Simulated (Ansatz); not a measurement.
Band edges of diamond-structure Si (Fd-3m) under hydrostatic pressure

Cell and atoms are relaxed with r2SCAN to each stress (compression positive); bands and masses by r2SCAN with spin-orbit coupling, rigid bands (plane waves, PAW; Ansatz, a quantum-chemistry and plane-wave program).

Space group Fd-3m, origin choice 1 (No. 227); a = 5.4442 Å, b = 5.4442 Å, c = 5.4442 Å, α = 90.00°, β = 90.00°, γ = 90.00°

```json
[
 {"atom": "Si", "site": "8b", "symmetry": "-43m", "x": "0.5000", "y": "0.5000", "z": "0.5000"}
]
```
(The calculation used a cell of 2 atoms; values per cell refer to that cell.)

```tsv
stress (GPa)	ln(V/V₀) (%)	gap (eV)	mean mₑ*
-2.00	2.17	0.794	0.28
0	0	0.756	0.28
2.00	-1.97	0.720	0.28
5.00	-4.67	0.672	0.28
10.00	-8.61	0.592	0.28
```

 Masses are conductivity masses at 300 K in electron masses, harmonic means over x, y and z.

Estimate the bulk modulus from the two loads next to zero.

B ≈ −Δp/Δln V = 4.00 GPa/4.14 % = 97 GPa (r2SCAN), a mean over this interval.

How fast does the gap move on either side of zero load?

Under tension, (0.794 − 0.756) eV over -2.00 GPa = -19 meV/GPa, or about 1.8 eV per unit ln V; under compression, (0.672 − 0.756) eV over 5.00 GPa = -17 meV/GPa, or about 1.8 eV per unit ln V. The two slopes part by 2 meV/GPa; gaps are resolved to about 0.01 eV, which allows 7 meV/GPa, so these rows don't tell them apart.

Masses are those of dilute carriers in rigid bands with one relaxation time, without polarons. Third decimals of gaps are kept for the arithmetic. Every relaxation keeps the diamond-structure phase (space group Fd-3m under this load), so a transition, a distortion that breaks the symmetry or fracture can't show.
